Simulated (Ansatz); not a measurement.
Results of r²SCAN (PAW; Ansatz, a first-principles code) for ScGe (Cmcm, No. 63, 4 atoms in the cell; start mp-9970).

Run with plane-wave cutoff 560 eV, 16×16×14 k mesh (along the axes of the cell as run), Fermi–Dirac smearing 0.05 eV, scalar-relativistic PAW data made under PBE.

Cell (relaxed at this level):

```
ScGe
1.0
    2.00688    -5.04222     0.00000
    2.00688     5.04222     0.00000
    0.00000     0.00000     3.76684
Sc Ge
2 2
Direct
  0.86363   0.13637   0.25000
  0.13637   0.86363   0.75000
  0.58978   0.41022   0.25000
  0.41022   0.58978   0.75000
```

Estimate the bulk modulus B0 that the calculation returns.


* **bulk modulus B0**: 97.1 GPa

The run finds no gap.

Note: the bulk modulus is −V dP/dV from two relaxed cells at ±2 % in volume; the relaxation could not lower the start's symmetry, so the cell can be a saddle point above a distorted one.

Computed values are for the static lattice.

Computing time: very roughly 17 core-minutes.

A start named mp-… is a Materials Project structure, which need not be a measured phase.
